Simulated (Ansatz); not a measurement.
## GaN, response to strain

The parent structure is GaN in the zinc blende structure (space group F-43m, No. 216; a = 4.498 Å). Axes: x, y, z lie along the cube axes.

Strains are applied to the cell and any free atomic positions relax; under biaxial strain the out-of-plane vector relaxes too.

The values are results of PBEsol/PAW in Ansatz (an electronic-structure program), no spin-orbit coupling, not measurements.

| biaxial strain, plane normal [001], relaxed out of plane (%) | out-of-plane strain (%) |
|---|---|
| -3 | 3.14 |
| -2.5 | 2.63 |
| -2 | 2.12 |
| -1.5 | ? |
| 0 | 0.00 |

Q: Fit ε⊥ = −νε + γε² (strains in %) to the rows shown and predict the withheld row.

A: Least squares on the printed values gives ν = 1.09 (the biaxial Poisson response) and γ = -0.013 (largest residual 0.00 %); this predicts 1.60 %, and the run gives 1.60 %, in agreement.

Whether these cells are dynamically stable was not tested. This is not the structure that GaN has at room temperature and ambient pressure.
